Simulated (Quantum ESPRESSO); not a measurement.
Input and output of a self-consistent single point for CoAl (P4mm, 2 atoms in the cell) (Quantum ESPRESSO).

Level of theory: PBEsol, SSSP 1.1.2 efficiency (PBE) pseudopotentials (plane waves; Quantum ESPRESSO).

```
CELL_PARAMETERS angstrom
      2.85142     0.00000     0.00000
      0.00000     2.85142     0.00000
      0.00000     0.00000     2.85142
ATOMIC_POSITIONS crystal
  Al 0.50000 0.50000 0.51753
  Co 0.00000 0.00000 0.00000
```

Reference input (self-consistent single point, DFT, PBEsol, plane waves, SSSP 1.1.2 efficiency (PBE) pseudopotentials): ecutwfc = 50 Ry; ecutrho = 400 Ry; occupations = smearing; smearing = gauss; degauss = 0.0073499 Ry; input_dft = pbesol; potentials = {Al: Al.pbe-n-kjpaw_psl.1.0.0.UPF, Co: Co_pbe_v1.2.uspp.F.UPF}; K_POINTS = automatic 8 8 8 0 0 0; conv_thr = 1e-09 Ry. This run's input differs from it in these lines:

```diff
@@ -17,4 +17,4 @@
   occupations = 'smearing'
-  smearing = 'gauss'
-  degauss = 0.0073499
+  smearing = 'fd'
+  degauss = 0.000734986
   input_dft = 'pbesol'
@@ -31,3 +31,3 @@
 K_POINTS automatic
-8 8 8  0 0 0
+13 13 13  0 0 0
```

Output (repeated stretches shortened):

```
     Self-consistent Calculation

     iteration #  1     ecut=    50.00 Ry     beta= 0.70

     total energy              =    -324.67714865 Ry
     estimated scf accuracy    <      17.17843512 Ry

     iteration #  2     ecut=    50.00 Ry     beta= 0.70

     total energy              =    -335.48613703 Ry
     estimated scf accuracy    <      47.16330788 Ry

     iteration #  3     ecut=    50.00 Ry     beta= 0.70

     total energy              =    -336.66685864 Ry
     estimated scf accuracy    <       8.76004808 Ry

   [... 19 blocks of this kind left out ...]

     iteration # 23     ecut=    50.00 Ry     beta= 0.70

     total energy              =    -336.80596227 Ry
     estimated scf accuracy    <       0.00000004 Ry

     iteration # 24     ecut=    50.00 Ry     beta= 0.70
     End of self-consistent calculation

     Number of k-points >= 100: set verbosity='high' to print the bands.

     the Fermi energy is    14.1844 ev

!    total energy              =    -336.80596227 Ry
     estimated scf accuracy    <          1.6E-10 Ry
     smearing contrib. (-TS)   =      -0.00002188 Ry
     internal energy E=F+TS    =    -336.80594039 Ry

     convergence has been achieved in  24 iterations

     Forces acting on atoms (cartesian axes, Ry/au):

     atom    1 type  1   force =     0.00000000    0.00000000   -0.01384661
     atom    2 type  2   force =     0.00000000    0.00000000    0.01384661

     Total force =     0.019582     Total SCF correction =     0.000000

          total   stress  (Ry/bohr**3)                   (kbar)     P=      -57.39
  -0.00038727   0.00000000   0.00000000          -56.97        0.00        0.00
   0.00000000  -0.00038727   0.00000000            0.00      -56.97        0.00
   0.00000000   0.00000000  -0.00039590            0.00        0.00      -58.24

   JOB DONE.
```

The run converged in 24 iterations. Against the reference run the free energy drops by 1.8 meV/atom, the pressure moves little (-5.66 to -5.74 GPa) and the largest force stays at 0.356 eV/Å.

The starting cell has typed, rounded lattice constants, without a prior relaxation at this level. Its lattice was rescaled by up to half a per cent. One atom was moved a little off its site on purpose. Spin polarisation is off. With a pressure of about -6 GPa the cell is away from its equilibrium volume at this level.

Cost on one core of a shared machine: roughly 60 s.
